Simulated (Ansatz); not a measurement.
We consider C (model structure, P6₁22, No. 178, 6 atoms in the cell), described by r²SCAN+rVV10 (Ansatz, an electronic-structure program, plane waves, PAW).

Settings: plane-wave cutoff 560 eV, 12×12×10 k mesh (along the axes of the cell as run), Fermi–Dirac smearing 0.01 eV, scalar-relativistic PAW data made under PBE.

Computed at the level's own relaxed cell.

```
CELL_PARAMETERS angstrom
      3.55910     0.00000     0.00000
     -1.77955     3.08228     0.00000
      0.00000     0.00000     3.36027
ATOMIC_POSITIONS crystal
  C  0.23234 0.46468 0.25000
  C  0.53532 0.76766 0.58333
  C  0.23234 0.76766 0.91667
  C  0.76766 0.53532 0.75000
  C  0.46468 0.23234 0.08333
  C  0.76766 0.23234 0.41667
```

List the 16 lowest band energies at Γ above −25 eV (eV, relative to the valence band maximum), grouping those that round alike.

At Γ: -20.27, -10.57 (×2), -9.52, -8.99 (×2), -4.53, -4.21 (×2), -2.63, -1.61 (×2), 5.86 (×2), 6.67, 11.26.

Note: the relaxation could raise the start's symmetry but not lower it, so the cell can be a saddle point.

A model structure was made by putting elements into a prototype or built by hand; it is no filed structure, need not be a known phase, and can be a saddle point held by its symmetry.
